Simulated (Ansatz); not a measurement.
Take SiO2 in the rutile structure (space group P4_2/mnm, No. 136; a = 4.195 Å, c = 2.678 Å) as the base. Axes: x, y, z lie along a, b, c of the conventional cell.

Level of theory: Kohn–Sham DFT with the PBEsol functional, run in Ansatz (an electronic-structure program) with PAW and 420 eV plane waves, no SOC.

Now apply this change: uniaxial strain ε_zz = +2.40 %, all other strain components held at zero, atoms relaxed at fixed cell.

### Question
Predict the stress tensor and what it implies for the stiffness.

### Answer
Stress of the strained cell less that of the base (GPa, compression positive):
```
  -4.26    0.00    0.00
   0.00   -4.26    0.00
   0.00    0.00  -15.74
```

Then −Δσ_ii/ε with ε = 0.0240 gives secant stiffness values (nonlinear terms included at this strain): C33 ≈ 656 GPa, C13 ≈ 178 GPa and C23 ≈ 178 GPa.

As a check, the harmonic strain energy −½ V₀ Δσ:ε is 9.3 meV/atom; the computed energy rise is 9.5 meV/atom.

Stability against distortions was not tested.
